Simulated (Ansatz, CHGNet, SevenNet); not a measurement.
# Cu3N (model structure, started from the D03 type, Fm-3m, No. 225, 4 atoms in the cell): lattice parameter a by level of theory

No measured value is used here.

```csv
level (code),value (Å)
CHGNet 0.3.0,5.565
SevenNet-0,5.557
LDA (Ansatz),5.410
PBE (Ansatz),5.579
PBEsol (Ansatz),5.479
```

CHGNet 0.3.0, SevenNet-0: the cell moved over 20 % in volume from its start. Ansatz's density-functional and Hartree–Fock values are scalar-relativistic unless marked +SOC, with PAW data made under PBE.

Machine-learned potentials (CHGNet 0.3.0, SevenNet-0) are trained on DFT data: a solid inside that data is no test of them.

A model structure was made by putting elements into a prototype or built by hand; it is no filed structure, need not be a known phase, and can be a saddle point held by its symmetry.

Ansatz is a first-principles code.
